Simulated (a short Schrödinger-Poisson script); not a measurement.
System: symmetric double-gate stack, SiO2 on p-type Si(111), at 400 K.

```csv
layer,material,thickness (nm),Na (cm⁻³)
1,SiO2,1.8,-
2,Si,20,9e16
3,SiO2,1.8,-
```

Constants are typed, rounded textbook-type inputs, not results; the design itself was drawn at random and stands for no fabricated device. SiO2: permittivity 3.9, conduction-band edge (eV) 3.15, gap (eV) 9, electron mass (mₑ) 0.5. Si: permittivity 11.7, conduction-band edge (eV) 0, gap (eV) 1.124, Nv at 300 K (cm⁻³) 3.1e19.

Channel valleys (confinement mass, in-plane density-of-states mass, number): Δ6 0.258, 0.358, 6. At the gates, both at one voltage, the conduction-band edge of layer 1 lies 3.46 eV − eVg above the Fermi level of the channel. Gaps are held at their typed values at every temperature. Mesh 0.03 nm at interfaces.

From a short Schrödinger-Poisson script (our own, NumPy): 1D Poisson equation in equilibrium, electrons quantum, Hartree (BenDaniel-Duke, 12 states a valley, the channel's in-plane mass for all, wave functions ending at the dielectric), parabolic valleys, classical holes, full ionisation, no traps, pinning or gate leakage.

The same stack at other levels of the model or other numerical settings:

| run | sheet density of all electrons at Vg = 1 V (cm⁻²) | sheet density of all electrons at Vg = 0.4 V (cm⁻²) | capacitance of both gates at Vg = 1 V (μF/cm²) | gate voltage at 1e11 electrons/cm² (V) | rough cost against the base |
|---|---|---|---|---|---|
| base | 1.23e13 | 2.76e12 | 2.81 | 0.11 | about 1 |
| electrons treated as classical, Boltzmann | 1.53e13 | 3.38e12 | 3.46 | 0.10 | 0.05 |
| electrons treated as classical, Fermi-Dirac | 1.50e13 | 3.37e12 | 3.33 | 0.10 | 0.2 |
| mesh six times as coarse | 1.23e13 | 2.76e12 | 2.81 | 0.11 | 0.3 |

The classical rows ignore confinement, and Boltzmann statistics overrate the density once the band edge passes the Fermi level.
